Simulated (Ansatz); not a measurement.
**Effect of isotropic strain −1.27 % on GaCuSe2**

Consider GaCuSe$_{2}$ in the chalcopyrite structure (space group I-42d, No. 122; a = 5.672 Å, c = 11.263 Å).

One thing is altered: the cell is scaled by 0.9873 in all directions; the atoms relax in the strained cell.

Computed with PBE, PAW, 420 eV (Ansatz, a program for electronic structure; no SOC), earlier PAW set. Settings: 8×8×8 k-points, 0.05 eV Fermi–Dirac smearing.

The volume per atom drops by 0.85 Å³ to 21.80 Å³ and the shortest interatomic distance shrinks by 0.033 Å, from 2.430 Å to 2.397 Å. The energy grows by 6.5 meV/atom and the pressure (mean of the normal stresses, compression positive) goes from zero to 2.5 GPa. The band gap goes from zero to 0.14 eV and the valence-band top at Γ (three highest levels, from the VBM) amounts to 0.00, -0.10, -0.10 eV.

Whether these cells are dynamically stable was not tested. All final runs are without spin polarisation. The zero or small gap of GaCuSe2 can change with the level of theory.
